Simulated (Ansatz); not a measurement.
Start from SiC in the zinc blende structure (space group F-43m, No. 216; a = 4.3563 Å). Axes: x, y, z lie along the cube axes.

Structures relaxed with plane-wave PAW DFT at the r2SCAN level (Ansatz, a first-principles code, 500 eV), no SOC.

Base:

Simulated powder pattern, Cu Kα1, λ = 1.54056 Å (kinematic, ideal powder, no thermal factors, no anomalous dispersion; the 8 strongest lines at most, above 2 %, up to 2θ = 90°):

```json
[
 {"2θ (°)": "35.67", "I/Imax (%)": "100", "hkl": "(111)"},
 {"2θ (°)": "41.42", "I/Imax (%)": "18", "hkl": "(200)"},
 {"2θ (°)": "60.02", "I/Imax (%)": "46", "hkl": "(220)"},
 {"2θ (°)": "71.81", "I/Imax (%)": "35", "hkl": "(311)"},
 {"2θ (°)": "75.54", "I/Imax (%)": "5.0", "hkl": "(222)"}
]
```

The change: the cell is stretched by 1.05 % along x with no lateral relaxation; the atoms relax in the strained cell.

**Question.** Predict the new powder pattern.

**Answer.** 
Simulated powder pattern, Cu Kα1, λ = 1.54056 Å (kinematic, ideal powder, no thermal factors, no anomalous dispersion; the 8 strongest lines at most, above 2 %, up to 2θ = 90°):

```tsv
2θ (°)	I/Imax (%)	hkl
35.54	100	(111)
40.97	6.1	(200)
41.42	12	(020)
59.67	31	(220)
60.02	15	(022)
71.11	12	(311)
71.73	23	(131)
75.24	5.0	(222)
```

The indices refer to the base's conventional cell; one index is shown for lines that coincide. The space group is now I-4m2 (No. 119).

Stability against distortions was not tested.
